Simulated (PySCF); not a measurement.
PySCF 2.14.0, PBE0/def2-svp, df: Hf(F)3(I) ([F][Hf]([F])([F])[I]), 5 atoms. The geometry is a generated start, not checked to be a minimum at this level.

| Item | Result |
|---|---|
| task | energy |
| method | pbe0 |
| basis | def2-svp |
| two-electron scheme | density fitting |
| mol.max_memory | 3000 MB |
| mf.max_cycle | 100 |
| mf.init_guess | minao (default) |
| mf.DIIS | CDIIS (default) |
| mf.diis_space | 8 (default) |
| mf.conv_tol | 1e-09 (default) |
| mf.grids.level | 3 (default) |
| effective core potentials | those of the basis set, past Kr |
| basis functions | 100 |
| grid points | 88536 |

```xyz
5

Hf     0.0401    -0.0738     0.1384
F      0.4252     1.1722     1.4166
F      1.5027    -1.1363    -0.1228
F     -1.3547    -1.1058     0.7110
I     -0.6133     1.1437    -2.1431
```

Charge 0 and multiplicity 1 are set for this test and not shown to be the ground state.

One run each on 2 threads, 1 BLAS thread. Values of level_shift (Hartree) tried: 0 (default), 0.1, 0.3, 1.

Problem. Predict the course of the Fock builds along this series.

Solution. Fewest Fock builds, within one of each other: 0 (default) with 13, 0.1 with 14. The count rises to 35 at 1. All converge to one solution.

| level_shift (Hartree) | Fock builds | end |
|---|---|---|
| 0 (default) | 13 | same solution |
| 0.1 | 14 | same solution |
| 0.3 | 16 | same solution |
| 1 | 35 | same solution |
